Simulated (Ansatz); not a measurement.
Take InAs in the zinc blende structure (space group F-43m, No. 216) as the base.

```xyz
2
Lattice="0.0000 3.0436 3.0436 3.0436 0.0000 3.0436 3.0436 3.0436 0.0000" Properties=species:S:1:pos:R:3 pbc="T T T"
In     0.0000     0.0000     0.0000
As     1.5218     1.5218     1.5218
```

Computed with PBEsol (Ansatz, an electronic-structure program, PAW, no SOC).

Base values:

The pressure is 0.0 GPa and the band gap comes out as zero.

It is then changed as follows: every lattice vector is stretched by 1.00 %, atoms relaxed at fixed cell.

Task: Estimate the effect on the energy relative to the base.

Result: The energy goes up by 4.3 meV/atom.

Task: Estimate the effect on the pressure.

Result: The pressure goes from zero to -1.5 GPa.

Task: What does the calculation give for the band gap after the change?

Result: The band gap remains zero.

The mesh was chosen for an insulator and is coarse for the gapless case. The cells carry an imposed strain or load. No phonon test of stability was made. The final runs are not spin-polarised. A zero or small gap of InAs can be the functional's error rather than a property of the material.
